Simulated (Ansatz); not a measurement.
Take SrTiO$_{3}$ in the cubic perovskite structure (space group Pm-3m, No. 221; a = 3.936 Å) as the base. Axes: x, y, z lie along the cube axes.

Computed with PBE, PAW, 420 eV (Ansatz, a quantum-chemistry and plane-wave program; scalar-relativistic without spin-orbit coupling).

Perturbation: every lattice vector is stretched by 1.20 %, atoms relaxed at fixed cell.

**Question.** Predict the stress tensor and what it implies for the stiffness.

**Answer.** Stress of the strained cell less that of the base (GPa, compression positive):
```
  -5.64    0.00    0.00
   0.00   -5.64    0.00
   0.00    0.00   -5.64
```

Then B = −ΔP/(ΔV/V₀) with ΔV/V₀ = 0.0364 gives secant stiffness values (nonlinear terms included at this strain): B ≈ 155 GPa.

As a check, the harmonic strain energy −½ V₀ Δσ:ε is 7.7 meV/atom; the computed energy rise is 8.0 meV/atom.

Whether these cells are dynamically stable was not tested. All final runs are without spin polarisation. Many cubic perovskites are stable only at high temperature; tilts and polar distortions were not tested.
